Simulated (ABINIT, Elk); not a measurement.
An ABINIT input for a self-consistent single point of HfBe2 (P6/mmm, 3 atoms in the cell) (DFT, PBEsol, plane waves, norm-conserving pseudopotentials (PseudoDojo nc-sr-04 PBEsol standard)):

```
# HfBe2, PseudoDojo nc-sr-04 PBEsol standard
pp_dirpath "./"
pseudos "Hf.upf, Be.upf"
acell 7.1422198732 7.1422198732 5.9903562260
rprim
         1.0000000000    0.0000000005    0.0000000000
        -0.5000000004    0.8660254035    0.0000000000
         0.0000000000    0.0000000000    1.0000000000
natom 3
ntypat 2
znucl 72 4
typat 1 2 2
xcart
         0.0000000000    0.0000000000    0.0000000000
        -0.0000000020    4.1235625664    2.9951781130
         3.5711099356    2.0617812849    2.9951781130
ecut 44 Ha
occopt 7
tsmear 0.05 eV
nband 15
kptopt 1
ngkpt 10 10 10
nshiftk 1
shiftk 0 0 0
nstep 80
tolvrs 1.0e-12
prtwf 0
prtden 0
prtvol 1
```

Question: Translate this input to Elk.

Answer: This is the input that was run; spellings and numerical settings could be chosen otherwise.

```
tasks
  0

xctype
  22

rgkmax
  7.5

gmaxvr
  14.0

nxlo
  2

lorbcnd
  .true.

lmaxi
  2

stype
  0

swidth
  0.00183747

scale
  7.142219873

avec
    1.0000000000    0.0000000005    0.0000000000
   -0.5000000004    0.8660254035    0.0000000000
    0.0000000000    0.0000000000    0.8387247008

atoms
  2   : nspecies
  'Hf.in'   : spfname
  1   : natoms; atposl, bfcmt below
  0.0000000000  0.0000000000  0.0000000000    0.0 0.0 0.0
  'Be.in'   : spfname
  2   : natoms; atposl, bfcmt below
  0.3333333333  0.6666666667  0.5000000000    0.0 0.0 0.0
  0.6666666667  0.3333333333  0.5000000000    0.0 0.0 0.0

ngridk
  10 10 10
```

Basis, cutoffs, solver keys and any potentials are the target program's own. This input uses DFT, PBEsol, all-electron FP-LAPW, Elk's shipped species files, APW+lo basis with extra local orbitals.

The starting cell comes from a database of computed structures (which also holds hypothetical and non-ambient phases and stackings), without a prior relaxation at this level.
